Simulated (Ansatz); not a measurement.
Results of HSE06 in Ansatz (PAW) for Sr₂SnO₄ (I4/mmm, No. 139).

Numerical settings: plane-wave cutoff 460 eV, 8×8×8 k mesh, Fermi–Dirac smearing 0.01 eV, scalar-relativistic PAW data made under PBE.

Cell (relaxed with PBEsol):

```
CELL_PARAMETERS angstrom
     -2.02912     2.02912     6.26080
      2.02912    -2.02912     6.26080
      2.02912     2.02912    -6.26080
ATOMIC_POSITIONS crystal
  Sr 0.64601 0.64601 0.00000
  Sr 0.35399 0.35399 0.00000
  Sn 0.00000 0.00000 0.00000
  O  0.83545 0.83545 0.00000
  O  0.16455 0.16455 0.00000
  O  0.50000 0.00000 0.50000
  O  0.00000 0.50000 0.50000
```

**Question.** Give the computed band gap and smallest direct gap on the k points sampled.

**Answer.** 
band gap: 4.54 eV (on the SCF k mesh)
smallest direct gap on the k points sampled: 4.92 eV

Note: cell and atoms aren't relaxed at this level.

Spin–orbit coupling is not included.

Ansatz is a program for electronic structure.
